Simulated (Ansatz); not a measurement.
```xyz
3
Lattice="-1.6187 1.6057 3.9024 1.6187 -1.6057 3.9024 1.6187 1.6057 -3.9024" Properties=species:S:1:pos:R:3 pbc="T T T"
W      0.0000     0.0000     0.0000
Si     0.0000     0.0000     2.6142
Si     0.0000     0.0000     5.1907
```

No spin polarisation.

The values are results of r2SCAN (Ansatz, an electronic-structure program), without spin-orbit coupling, not measurements. Γ-centred 25×25×25 mesh, Fermi–Dirac width 0.1 eV.

Task: What is the computed band gap?

Result: Zero.

Task: What stress (xx, yy, zz, yz, xz, xy; compression positive) does the calculation give?

Result: (-3.5, -0.9, -0.8, 0.0, 0.0, 0.0) GPa.

The cells carry an imposed strain or load. No phonon test of stability was made. The final runs are not spin-polarised. The cell was made from WSi2 (space group I4/mmm, No. 139) by this change: uniaxial strain ε_xx = +0.81 %.
